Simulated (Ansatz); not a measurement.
Base system: Y in the hcp (Mg type) structure (space group P6_3/mmc, No. 194; a = 3.594 Å, c = 5.610 Å; relaxed with 0.1 eV smearing). Axes: x lies along a and z along c of the hexagonal cell.

Structures relaxed with DFT with PBEsol, PAW potentials and a 420 eV plane-wave cutoff in Ansatz (a first-principles code), without spin-orbit coupling.

Base:

Simulated powder pattern, Cu Kα, λ = 1.54184 Å (kinematic, ideal powder, no thermal factors, no anomalous dispersion; the 10 strongest lines at most, above 2 %, up to 2θ = 90°):

```
2θ (°)  I/Imax (%)    hkl
------  ----------  -----
28.68           24  (100)
31.91           24  (002)
32.91          100  (101)
43.43           15  (102)
50.80           19  (110)
57.49           20  (103)
61.26           22  (112)
61.87           16  (201)
84.06           14  (211)
88.41          8.2  (114)
```

After one change:

Simulated powder pattern, Cu Kα, λ = 1.54184 Å (kinematic, ideal powder, no thermal factors, no anomalous dispersion; the 10 strongest lines at most, above 2 %, up to 2θ = 90°):

```
2θ (°)  I/Imax (%)
------  ----------
28.68           24
31.58           25
32.83          100
43.18           16
50.80           19
57.04           20
61.06           22
61.82           16
84.02           14
87.73          8.3
```

Question: Which of these changes matches the shifts?
(A) uniaxial strain ε_zz = −2.50 %
(B) uniaxial strain ε_zz = +0.50 %
(C) uniaxial strain ε_zz = +1.00 %
(D) uniaxial strain ε_zz = −2.00 %

Answer: C, uniaxial strain ε_zz = +1.00 %. Its volume per atom is 31.70 Å³ against 31.38 Å³, and its space group is P6_3/mmc (No. 194).

Stability against distortions was not tested. All final runs are without spin polarisation.
